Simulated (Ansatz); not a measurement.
# GaSb in the rock salt structure (space group Fm-3m, No. 225; a hypothetical phase, not in the database extracts checked)

Space group Fm-3m (No. 225); a = 5.710 Å, b = 5.710 Å, c = 5.710 Å, α = 90.00°, β = 90.00°, γ = 90.00°

```json
[
 {"atom": "Ga", "site": "4a", "symmetry": "m-3m", "x": "0.0000", "y": "0.0000", "z": "0.0000"},
 {"atom": "Sb", "site": "4b", "symmetry": "m-3m", "x": "0.5000", "y": "0.5000", "z": "0.5000"}
]
```
(The calculation used a cell of 2 atoms; values per cell refer to that cell.)

Calculations: Ansatz (an electronic-structure program), PBE-D3(BJ), PAW, cutoff 420 eV, no spin-orbit coupling. k-mesh 14×14×14 (Γ-centred); smearing 0.05 eV (Fermi–Dirac).

- Volume per atom: 23.27 Å³
- Density: 6.83 g/cm³
- Band gap: zero
- Total energy: -5134.114 eV/atom (σ→0; compares only within this code and set-up)

Stability against distortions was not tested. The base started in Pnma and relaxed to Fm-3m at this level. All final runs are without spin polarisation.
